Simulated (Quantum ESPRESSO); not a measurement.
# Habitual settings against a tight run: VPt (Pmma, 4 atoms in the cell)

Self-consistent single point.

```yaml
crystal:
  lattice:
    - [4.44277, 0.00000, 0.00000]
    - [0.00000, 2.71298, 0.00000]
    - [0.00000, 0.00000, 4.82660]
  atoms:
    - { symbol: V, position: [0.25000, 0.00000, 0.17052] }
    - { symbol: V, position: [0.75000, 0.00000, 0.82948] }
    - { symbol: Pt, position: [0.25000, 0.50000, 0.68047] }
    - { symbol: Pt, position: [0.75000, 0.50000, 0.31953] }
```

Method: PBEsol, PSlibrary ultrasoft (PBE) pseudopotentials (plane waves; Quantum ESPRESSO 7.5).

Base settings: ecutwfc = 55 Ry; ecutrho = 660 Ry; occupations = smearing; smearing = cold; degauss = 0.0099958 Ry; input_dft = pbesol; potentials = {V: V.pbe-spn-rrkjus_psl.1.0.0.UPF, Pt: Pt.pbe-n-rrkjus_psl.1.0.0.UPF}; K_POINTS = automatic 8 13 7 1 1 1; conv_thr = 1e-09 Ry; mixing_beta = 0.7.

Tight run (finer mesh or higher cutoff; not a proven limit): ecutwfc: 55 Ry → 77 Ry; ecutrho: 660 Ry → 924 Ry; conv_thr: 1e-09 Ry → 7.3e-11 Ry; K_POINTS: automatic 8 13 7 1 1 1 → automatic 11 18 10 1 1 1. It gave Fermi level (on the code's own zero) 17.14 eV; pressure -11.25 GPa; largest force (vector length) 0.039 eV/Å.

Quick runs, as changes from the base:
- A: the base itself
- B: ecutwfc: 55 Ry → 33 Ry; ecutrho: 660 Ry → 396 Ry; degauss: 0.0099958 Ry → 0.019992 Ry; K_POINTS: automatic 8 13 7 1 1 1 → automatic 6 6 6 1 1 1
- C: smearing: cold → gauss; conv_thr: 1e-09 Ry → 7.3e-05 Ry; K_POINTS: automatic 8 13 7 1 1 1 → automatic 4 4 4 1 1 1
- D: ecutwfc: 55 Ry → 38 Ry; ecutrho: 660 Ry → 456 Ry; smearing: cold → mp; degauss: 0.0099958 Ry → 0.036749 Ry; conv_thr: 1e-09 Ry → 7.3e-06 Ry; K_POINTS: automatic 8 13 7 1 1 1 → automatic 8 8 8 1 1 1
- E: ecutwfc: 55 Ry → 28 Ry; ecutrho: 660 Ry → 336 Ry; smearing: cold → fd; degauss: 0.0099958 Ry → 0.019992 Ry; conv_thr: 1e-09 Ry → 7.3e-05 Ry; K_POINTS: automatic 8 13 7 1 1 1 → automatic 8 8 8 1 1 1
- F: ecutwfc: 55 Ry → 38 Ry; ecutrho: 660 Ry → 456 Ry; smearing: cold → gauss; input_dft: pbesol → default; pseudopotentials: {V: V.pbe-spn-rrkjus_psl.1.0.0.UPF, Pt: Pt.pbe-n-rrkjus_psl.1.0.0.UPF} → {V: V.pz-spn-rrkjus_psl.1.0.0.UPF, Pt: Pt.pz-n-rrkjus_psl.1.0.0.UPF}; K_POINTS: automatic 8 13 7 1 1 1 → automatic 4 4 4 1 1 1 [LDA (PZ)]

Energies are extrapolated to zero smearing width, which holds to low order in the width alone (under cold and Methfessel-Paxton smearing the free energy itself is taken).

Dashes: pressure of C, D, E, not trusted under this conv_thr with d or f elements; energy of F, another energy zero.

† marks runs with another functional, U, potentials or spin treatment: their distance from the tight run is not a convergence error alone.

The count of work is k-points × plane waves × bands × iterations; it is no time. Core times come from one kind of shared machine and are given to one figure; runs under 30 s give none.

The starting cell comes from a database of computed structures (which also holds hypothetical and non-ambient phases and stackings), without a prior relaxation at this level. Its lattice was rescaled by a random factor within 2.5 % of one. Spin polarisation is off. In the base run, with a pressure of about -11 GPa the cell is away from its equilibrium volume at this level.

```csv
run,energy less tight (meV/atom),pressure less tight (GPa),largest miss in a force vector (eV/Å),count of work / tight,core time / tight (rough)
A,29.2,-0.21,0.007,0.25,0.3
B,947.7,-61.59,0.299,0.023,0.04
C,13.5,–,0.185,0.012,0.05
D,243.0,–,0.092,0.049,0.07
E,3492.0,–,0.773,0.025,0.03
F†,–,-23.19,0.213,0.0097,0.03
```

Among the runs at the tight run's level, the energy misses run from 13.5 to 3492.0 meV/atom.
